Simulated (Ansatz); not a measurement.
The starting structures come from a database of crystals and need not be the phases stable at ambient conditions.

Tunnelling through a barrier is set by its complex band structure: the current falls as exp(−2κd) with the smallest κ.

Given:

```xyz
20
Lattice="3.6107 0.0000 0.0000 0.0000 14.7606 0.0000 0.0000 0.0000 9.4371" Properties=species:S:1:pos:R:3 pbc="T T T"
Ta     2.7081     1.0587     6.2404
Ta     0.9027    13.7019     3.1966
Ta     0.9027     8.4390     7.9152
Ta     2.7081     6.3216     1.5219
Tl     0.9027     4.8650     4.9488
Tl     2.7081     9.8955     4.4883
Tl     2.7081    12.2453    -0.2303
Tl     0.9027     2.5153     9.6673
Se     2.7081    13.2628     5.0171
Se     0.9027     1.4978     4.4199
Se     0.9027     5.8825     9.1385
Se     2.7081     8.8781     0.2986
Se     2.7081     3.2694     7.1518
Se     0.9027    11.4911     2.2853
Se     0.9027    10.6497     7.0038
Se     2.7081     4.1108     2.4332
Se     2.7081     7.3637     6.4172
Se     0.9027     7.3969     3.0199
Se     0.9027    -0.0166     7.7384
Se     2.7081    14.7772     1.6987
```

Space group of this cell: Pnma. The cell was relaxed by PBE-D3(BJ); by r2SCAN its mean pressure is 1.3 GPa.

Transport runs along the normal of the first two printed cell vectors.

The gap is the functional's own. No spin-orbit coupling. Mid-gap values are interpolated on the energy grid.

### Question
Predict the band gap and the smallest decay constant κ at mid-gap from r2SCAN (Ansatz, a first-principles code).

### Answer
Gap 0.23 eV on a 8×2×4 mesh; κ = 0.112 1/Å, at the zone centre.
